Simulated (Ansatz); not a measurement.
Base system: FeCo in the CsCl type structure (space group Pm-3m, No. 221; a = 2.8444 Å; ferromagnetic; relaxed with 0.1 eV smearing).

Method: Ansatz (a first-principles code), PBE, PAW, cutoff 420 eV, without spin-orbit coupling.

Before the change:

The pressure comes out as 0.0 GPa and the largest site moment comes out as 2.79 μB.

Now apply this change: every lattice vector is shortened by 2.22 %; the atoms relax in the strained cell.

Problem. Estimate the effect on the pressure and largest site moment.

Solution. The pressure goes from zero to 15.1 GPa; the largest site moment drops by 0.10 μB to 2.69 μB.

Other magnetic orders, which the real material may have, were not ruled out. Stability against distortions was not tested.
